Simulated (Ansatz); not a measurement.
The reference is BaZn2As2 (space group I4/mmm, No. 139; a = 4.077 Å, c = 13.313 Å).

All numbers come from PBEsol (Ansatz, a program for electronic structure), scalar-relativistic without spin-orbit coupling.

```
level   band gap
------  --------
PBEsol      zero
```

Measured: band gap 0.23 eV (temperature not stated; as listed in arXiv:1502.03522).

Computed minus measured — band gap: PBEsol -0.23 eV. Measured values not marked as corrected hold thermal and zero-point effects that the static-lattice runs lack. A measured gap can be an optical one, lowered by exciton binding. Levels without spin-orbit coupling miss its effect on the gap.

No phonon test of stability was made. The final runs are not spin-polarised. A zero or small gap of BaZn2As2 can be the functional's error rather than a property of the material.
